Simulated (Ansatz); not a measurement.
**Antifluorite K2S: smallest direct gap on the k points sampled by level of theory**

No measured value is used here.

```csv
level (code),value (eV)
LDA (Ansatz),(withheld)
PBE (Ansatz),2.60
B3LYP (VWN-RPA form) (Ansatz),3.88
Hartree–Fock (Ansatz),9.20
G0W0@HSE06 (Ansatz),4.77
```

Q: Fill in the missing entries.

A: 
- LDA (Ansatz, an electronic-structure program), value (eV): 2.33

At these levels the smallest gap is indirect and lower: LDA 2.12, PBE 2.40, B3LYP (VWN-RPA form) 3.68, Hartree–Fock 9.02, G0W0@HSE06 4.61 eV. Computed values are for a static lattice.  G0W0@HSE06: GW on a hybrid start was not checked against another program. Values are at the measured cell. Cutoffs and k meshes differ between the levels. Ansatz's density-functional and Hartree–Fock values are scalar-relativistic unless marked +SOC, with PAW data made under PBE.
